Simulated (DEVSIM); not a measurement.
System: abrupt Si n-p junction, at 300 K.

| layer (left to right) | material | thickness (μm) | Nd (cm⁻³) | Na (cm⁻³) | τn (s) | τp (s) |
|---|---|---|---|---|---|---|
| 1 | Si | 3.50 | 5.9e16 | - | 1.6e-6 | 1.6e-6 |
| 2 | Si | 12.0 | - | 9.8e17 | 1.6e-6 | 1.6e-6 |

Left contact: ohmic. Right contact: ohmic. Voltage is applied to the left contact. Recombination: SRH at mid-gap, radiative, Auger. Mobility is μmin + (μ − μmin)/(1 + (N/Nref)^α).

Constants are typed, rounded textbook-type inputs, not results; the design itself was drawn at random and stands for no fabricated device. Values at 300 K.

| parameter | Si |
|---|---|
| gap (eV) | 1.124 |
| affinity (eV) | 4.05 |
| permittivity | 11.7 |
| Nc (cm⁻³) | 2.86e19 |
| Nv (cm⁻³) | 3.1e19 |
| μn (cm²/Vs) | 1417 |
| μp (cm²/Vs) | 470 |
| μn,min | 52 |
| μp,min | 45 |
| Nref,n | 9.7e16 |
| Nref,p | 2.2e17 |
| αn | 0.68 |
| αp | 0.72 |
| B (cm³/s) | 4.7e-15 |
| Cn (cm⁶/s) | 2.8e-31 |
| Cp (cm⁶/s) | 9.9e-32 |

Simulated with DEVSIM: 1D drift-diffusion, Boltzmann statistics, complete ionisation; no tunnelling, impact ionisation, image-force lowering or self-heating.

The doping Nd of layer 1 was swept, all else fixed.

```csv
doping Nd of layer 1 (cm^-3),potential step across the device at zero bias (V),largest field in the device at zero bias (V/cm),dark forward voltage at 100 A/cm² (V),dark forward voltage at 1 A/cm² (V)
1.8e15,0.785,56000,0.725,0.563
5.9e15,0.815,62000,0.739,0.594
1.8e16,0.844,77000,0.760,0.625
5.9e16,0.875,120000,0.789,0.659
1.8e17,0.904,200000,0.821,0.694
5.9e17,0.934,?,?,?
1.8e18,0.963,420000,0.876,0.754
```

Task: Some entries are withheld; supply them.

Result: 
- 5.9e17, largest field in the device at zero bias (V/cm): 320000
- 5.9e17, dark forward voltage at 100 A/cm² (V): 0.853
- 5.9e17, dark forward voltage at 1 A/cm² (V): 0.729
